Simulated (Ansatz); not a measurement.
Band gap of Mg2TiO4 (Imma, No. 74; start mp-33297) at several levels of theory

No measured value is used here.

```tsv
level (code)	value (eV)
LDA (Ansatz)	[?]
PBEsol (Ansatz)	2.73
r²SCAN (Ansatz)	3.16 (indirect)
```

Q: What belongs in the gaps?

A: 
- LDA (Ansatz, a first-principles code), value (eV): 2.67

Computed values are for a static lattice.  Values are at the PBEsol cell. Cutoffs differ between the levels. Ansatz's density-functional and Hartree–Fock values are scalar-relativistic unless marked +SOC, with PAW data made under PBE.

A start named mp-… is a Materials Project structure, which can be a computed phase never made.
